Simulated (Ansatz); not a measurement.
# What isotropic strain +0.18 % does to Mo

The reference is Mo in the bcc (W type) structure (space group Im-3m, No. 229; a = 3.151 Å; relaxed with 0.1 eV smearing).

Perturbation: every lattice vector is stretched by 0.18 %, atoms relaxed at fixed cell.

Level of theory: r2SCAN in Ansatz (plane waves to 500 eV, PAW, no spin-orbit coupling), earlier PAW set. Settings: 29×29×29 k-points, 0.1 eV Fermi–Dirac smearing.

Volume per atom: 15.73 Å³ (base 15.65 Å³)
Space group: Im-3m (No. 229) (base Im-3m (No. 229))
Shortest interatomic distance: 2.734 Å (base 2.729 Å)
Energy relative to the base (free energy F): +0.4 meV/atom
Band gap: zero (base zero)

Final structure:

```
Mo
1.0
   -1.57845     1.57845     1.57845
    1.57845    -1.57845     1.57845
    1.57845     1.57845    -1.57845
Mo
1
Direct
  0.00000   0.00000   0.00000
```

Cost of the whole job for the changed cell (relaxation, final SCF and bands): roughly 30 core-seconds.

Whether these cells are dynamically stable was not tested. All final runs are without spin polarisation.

Ansatz is a quantum-chemistry and plane-wave program.
